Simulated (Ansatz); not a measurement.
One base run on Ba6Mg7F26 (Immm, 39 atoms in the cell) and variants with one or two settings moved

```cif
data_Ba6F26Mg7
_chemical_formula_sum 'Ba6 Mg7 F26'
_space_group_name_H-M_alt 'P 1'
_space_group_IT_number 1
_cell_length_a 10.11095
_cell_length_b 10.11095
_cell_length_c 10.11095
_cell_angle_alpha 146.441
_cell_angle_beta 106.207
_cell_angle_gamma 83.545
loop_
_space_group_symop_operation_xyz
  'x, y, z'
loop_
_atom_site_label
_atom_site_type_symbol
_atom_site_fract_x
_atom_site_fract_y
_atom_site_fract_z
_atom_site_occupancy
Ba1 Ba 0.64660 0.14660 0.50000 1
Ba2 Ba 0.35340 0.85340 0.50000 1
Ba3 Ba 0.38855 0.64865 0.73990 1
Ba4 Ba 0.61145 0.35135 0.26010 1
Ba5 Ba 0.90875 0.64865 0.26010 1
Ba6 Ba 0.09125 0.35135 0.73990 1
Mg1 Mg 0.00000 0.25300 0.25300 1
Mg2 Mg 0.00000 0.74700 0.74700 1
Mg3 Mg 0.26757 0.00000 0.26757 1
Mg4 Mg 0.73243 0.00000 0.73243 1
Mg5 Mg 0.22056 0.22056 0.00000 1
Mg6 Mg 0.77944 0.77944 0.00000 1
Mg7 Mg 0.50000 0.50000 0.00000 1
F1 F 0.12891 0.01067 0.65514 1
F2 F 0.87109 0.98933 0.34486 1
F3 F 0.35553 0.47377 0.34486 1
F4 F 0.64447 0.52623 0.65514 1
F5 F 0.87109 0.52623 0.88176 1
F6 F 0.12891 0.47377 0.11824 1
F7 F 0.64447 0.98933 0.11824 1
F8 F 0.35553 0.01067 0.88176 1
F9 F 0.61243 0.74933 0.36176 1
F10 F 0.38757 0.25067 0.63824 1
F11 F 0.38757 0.74933 0.13690 1
F12 F 0.61243 0.25067 0.86310 1
F13 F 0.83694 0.74429 0.58123 1
F14 F 0.16306 0.25571 0.41877 1
F15 F 0.16306 0.74429 0.90735 1
F16 F 0.83694 0.25571 0.09265 1
F17 F 0.91097 0.91097 0.00000 1
F18 F 0.08903 0.08903 0.00000 1
F19 F 0.62982 0.62982 0.00000 1
F20 F 0.37018 0.37018 0.00000 1
F21 F 0.91156 0.41156 0.50000 1
F22 F 0.08844 0.58844 0.50000 1
F23 F 0.84720 0.12713 0.72007 1
F24 F 0.15280 0.87287 0.27993 1
F25 F 0.40706 0.12713 0.27993 1
F26 F 0.59294 0.87287 0.72007 1
```

Base run A: Ansatz (an electronic-structure program) with PBEsol, default PAW files made with PBE, self-consistent single point.

Its settings: kpoints.mp_grid.grid = 3 3 3; hamiltonian.xc = pbesol; hamiltonian.pseudopotentials = {kind: paw} (the program's default PAW files); scf.occupations.method = fixed.

The starting cell comes from a database of computed structures (which also holds hypothetical and non-ambient phases and stackings), without a prior relaxation at this level. Ansatz's pressure includes its estimate of the finite-basis (Pulay) stress.

ΔF is the free energy per atom less that of run A. 

Runs:
- B: scf.occupations.method: fixed → methfessel_paxton; scf.occupations.width: default → 0.0367 Ry
- C: crystal.symmetry.detect: default → false
- D: kpoints.mp_grid.grid: 3 3 3 → 2 2 2; kpoints.mp_grid.shift: default → 0.5 0.5 0.5
- E: scf.mixing.algorithm: default (the program chose MSR1) → broyden
- F: scf.mixing.algorithm: default (the program chose MSR1) → broyden; scf.mixing.beta: default → 0.2

| run | ΔF (meV/atom) | pressure (GPa) | largest force (eV/Å) | gap on the mesh (eV) | k-points |
|---|---|---|---|---|---|
| A | 0.00 | -0.71 | 0.208 | 6.964 | 8 |
| B | 0.00 | -0.71 | 0.208 | 6.964 | 8 |
| C | 0.00 | -0.71 | 0.208 | 6.964 | 14 |
| D | 0.42 | -0.70 | 0.208 | 7.285 | 4 |
| E | 0.00 | -0.71 | 0.208 | 6.964 | 8 |
| F | 0.00 | -0.71 | 0.208 | 6.964 | 8 |

Run B against A: The free energy hardly moves (within 1 meV/atom), the pressure stays at -0.71 GPa, the largest force stays at 0.208 eV/Å and the gap on the mesh stays at 6.964 eV.

Run D against A: The free energy stays essentially unchanged (within 1 meV/atom), the pressure hardly changes (-0.71 to -0.70 GPa), the largest force stays at 0.208 eV/Å and the gap on the mesh goes from 6.964 to 7.285 eV.

Keys are those of Ansatz 0.2.
